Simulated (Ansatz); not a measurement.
An Ansatz (an electronic-structure program) run: WSi2 with a change (Si → Os); r2SCAN (Ansatz; PAW; 500 eV plane waves; no SOC), earlier PAW set.

Input:

Ansatz 0.2 input:
```yaml
crystal:
  lattice:
    - [-1.5994947592, 1.5994947592, 4.4148208756]
    - [1.5994947592, -1.5994947592, 4.4148208756]
    - [1.5994947592, 1.5994947592, -4.4148208756]
  atoms:
    - { symbol: W, position: [0, 0, 0] }
    - { symbol: Os, position: [0.3425039167, 0.3425039167, 0] }
    - { symbol: Os, position: [0.6574960833, 0.6574960833, 0] }
basis: { ecutwfc: 500, ecutrho_ratio: 4, xc_grid: 4, fft_grid_basis: typed }
kpoints: { mp_grid: { grid: [20, 20, 20] } }
hamiltonian:
  xc: r2scan
  dispersion: none
  pseudopotentials: { azcp: { folder: ./paw }, kind: paw }
scf: { occupations: { method: fermi_dirac, width: 0.05 }, convergence: { dr2_threshold: 0.0000000003 } }
output: { forces: true, stress: true }
checkpoint: { write: state.ck, write_every: 1000 }
```

Output:

```
WARN ansatz: RAYON_NUM_THREADS=1 ignored (pool sized by the plan → 1); use --threads N
Pseudopotentials: kind: paw
Pseudopotential: W, paw, valence charge 14
Pseudopotential: Os, paw, valence charge 16
Functional definition: r2SCAN
Crystal: 3 atoms, lattice volume = 45.179 Å³
Basis set: ecut = 500 eV, 1121 PW (Γ), exchange–correlation on 160×160×160 points (64 copies of the dense FFT grid, shifted against one another)
Bands: 28, of which v1, the nominal top of the filled ones, is band 23 counted from 1 (22 counted from 0)
Symmetry: 16 space group operations
Space group: I4/mmm (ITA 139), of the structure as read, at distance tolerance 3.6e-5 Å
k-points: 641 of 8000
PAW frozen core: W, regenerated for the run's functional
PAW frozen core: Os, regenerated for the run's functional
Initial density: superposition of atomic densities (chi_scale 0.1, normalization cell, long waves kept (reshape's long-wave potential 0.00 eV rms))
Initial wavefunctions: pseudopotential atomic-orbital guess
Eigensolver: davidson
Functional: x = r2scan, c = r2scan; τ floored in thin density (d = 2e-4 eV/Å³)
SCF iter   1: F=—  HF=-33194.673771 eV  |F-HF|=—  |Δ(HF+E_count)|=         —  Δρ=6.76e-2  dr2=2.45e0  dr2_τ=1.98e-1  ethr=3.10e-3  ⟨swp⟩=5.8  Hψ=66249  notcnv=0
all-band conjugate gradients solve this SCF's bands
preconditioner: auto → Kerker (q_TF=auto, 2.736 Å⁻¹)
SCF iter   2: F=—  HF=-33194.419988 eV  |F-HF|=—  |Δ(HF+E_count)|=   2.54e-1  Δρ=3.78e-2  dr2=4.59e-1  dr2_τ=9.58e-2  ethr=3.10e-3  ⟨swp⟩=2.0  Hψ=25584  notcnv=0
SCF iter   3: F=—  HF=-33194.407535 eV  |F-HF|=—  |Δ(HF+E_count)|=   1.25e-2  Δρ=1.74e-2  dr2=1.14e-1  dr2_τ=1.88e-2  ethr=9.98e-4  ⟨swp⟩=3.0  Hψ=32934  notcnv=0
SCF iter   4: F=—  HF=-33194.413686 eV  |F-HF|=—  |Δ(HF+E_count)|=   6.15e-3  Δρ=2.99e-3  dr2=6.69e-3  dr2_τ=7.78e-4  ethr=2.47e-4  ⟨swp⟩=2.0  Hψ=30160  notcnv=0
SCF iter   5: F=—  HF=-33194.413800 eV  |F-HF|=—  |Δ(HF+E_count)|=   1.14e-4  Δρ=4.55e-4  dr2=8.34e-5  dr2_τ=1.21e-5  ethr=1.45e-5  ⟨swp⟩=2.1  Hψ=22394  notcnv=0
SCF iter   6: F=—  HF=-33194.413823 eV  |F-HF|=—  |Δ(HF+E_count)|=   2.32e-5  Δρ=1.09e-4  dr2=1.15e-5  dr2_τ=1.22e-6  ethr=1.81e-7  ⟨swp⟩=2.0  Hψ=27007  notcnv=0
SCF iter   7: F=—  HF=-33194.413824 eV  |F-HF|=—  |Δ(HF+E_count)|=   1.25e-6  Δρ=1.80e-5  dr2=1.99e-7  dr2_τ=1.12e-8  ethr=2.49e-8  ⟨swp⟩=2.1  Hψ=21386  notcnv=0
SCF iter   8: F=—  HF=-33194.413831 eV  |F-HF|=—  |Δ(HF+E_count)|=   6.93e-6  Δρ=3.43e-6  dr2=5.65e-9  dr2_τ=1.78e-10  ethr=4.32e-10  ⟨swp⟩=2.0  Hψ=24979  notcnv=0
SCF iter   9: F=-33194.413831 eV  HF=-33194.413831 eV  |F-HF|=1.46e-11  |Δ(HF+E_count)|=   2.86e-9  Δρ=6.33e-7  dr2=1.45e-10  dr2_τ=1.98e-11  ethr=1.00e-12  ⟨swp⟩=3.0  Hψ=75471  notcnv=0
SCF 1 converged in 9 iterations: F = -33194.413831 eV  dr2 = 1.45e-10
SCF converged after 9 iterations
Free energy (F): -33194.413831 eV
Harris-Foulkes:  -33194.413831 eV  (|F-HF|=1.46e-11)
Internal energy: -33194.382481 eV  (E = F + TS)
E sigma→0 (E₀):  -33194.398156 eV
Entropy (-TS):   -0.031351 eV (-10.450 meV/atom)
Fermi energy:    23.946363 eV
--- Per-component energies (eV) ---
  E_band       = -303.691910
  E_kinetic    = 1407.108065
  E_local      = -2513.229021  (includes V_loc(G=0)·N_el)
  E_nonlocal   = 371.677339
  E_hartree    = 934.945120
  E_xc         = -687.958051
  E_vxc        = -788.205963  (∫ρ·V_xc dr)
  E_paw        = -26758.661661  (= ΣΔE_a)
  E_vpaw       = -695.240172  (= ΣTr[D̂ρ^β])
  E_aug_tail   = 0.000515  (compensation charges beyond the density's cutoff)
  E_vtau       = 44.307191  (kinetic-family band-sum trace: ∫τ·v_τ [+ j·A + Jᵃ·Aᵃ] dr)
  E_ewald      = -5946.906303
  E_core_change = -1.358483  (= ΣΔE_core)
  E_smearing   = -0.031351  (= −TS)
  E_closure    = 0.000000  (closes the sum)
  Σ components = -33194.413831   (vs F -33194.413831, Δ=0.00e0)
  [band-id]    e_kinetic+e_local+e_nonlocal+2·e_hartree+e_vxc+e_vpaw+e_augmentation_tail+e_vtau = -303.691808   (vs E_band -303.691910, Δ=1.03e-4)
--- Forces (eV/Å), atoms counted from 1 ---
  atom   1  W      0.00000000     0.00000000    -0.00000000
  atom   2  Os     0.00000000     0.00000000    -0.00043285
  atom   3  Os     0.00000000     0.00000000     0.00043285
  max |Σ_I F_I| component: 6.94e-18 eV/Å
--- Stress (GPa, compression-positive) ---
        0.002754       0.000000      -0.000000
        0.000000       0.002754      -0.000000
        0.000000       0.000000       0.003008
  P = ⅓ Tr σ = 0.0028 GPa (0.028 kbar)
  The stress holds the Pulay correction. Without it, at fixed plane waves, as pw.x and ABINIT print it: P = -0.0563 GPa
  The stress includes an estimate of the error left by incomplete SCF convergence (largest component -0.0001 GPa).
--- Band table ---
  band table: none
```

Stability against distortions was not tested. The final runs are not spin-polarised. The cell was made from WSi2 by this change: Si → Os; the result is a hypothetical phase, not in the database extracts checked.
